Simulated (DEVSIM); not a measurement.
Device: abrupt Si n-p junction, at 250 K.

Layer 1 from the left is Si, thickness (μm) 0.890, Nd (cm⁻³) 1.5e15, τn (s) 0.00024, τp (s) 0.00024. Layer 2 from the left is Si, thickness (μm) 68.0, Na (cm⁻³) 8.5e16, τn (s) 0.00024, τp (s) 0.00024.

Left contact: ohmic. Right contact: ohmic. Voltage is applied to the left contact. Recombination: SRH at mid-gap. Mobility is μmin + (μ − μmin)/(1 + (N/Nref)^α).

This is a model device: material constants are rounded textbook-type values typed into the input, and sizes, dopings and lifetimes were drawn at random. Values at 300 K; Nc and Nv go as T^1.5, mobilities as T to minus their exponent, the gap by Varshni's rule with the affinity fixed.

Si: gap (eV) 1.124, affinity (eV) 4.05, permittivity 11.7, Nc (cm⁻³) 2.86e19, Nv (cm⁻³) 3.1e19, μn (cm²/Vs) 1417, μp (cm²/Vs) 470, μn,min 52, μp,min 45, Nref,n 9.7e16, Nref,p 2.2e17, αn 0.68, αp 0.72, T exponent of μn 2.3, T exponent of μp 2.2, Varshni α (eV/K) 0.000473, Varshni β (K) 636.

DEVSIM, 1D drift-diffusion, Boltzmann statistics, complete ionisation; no tunnelling, impact ionisation, image-force lowering or self-heating.

Problem. What does the simulation give for the potential step across the device at zero bias, the largest field in the device at zero bias, the dark forward voltage at 100 A/cm², the dark forward voltage at 1 A/cm²?

Solution. potential step across the device at zero bias 0.808 V; largest field in the device at zero bias 22000 V/cm; dark forward voltage at 100 A/cm² 0.857 V; dark forward voltage at 1 A/cm² 0.635 V.
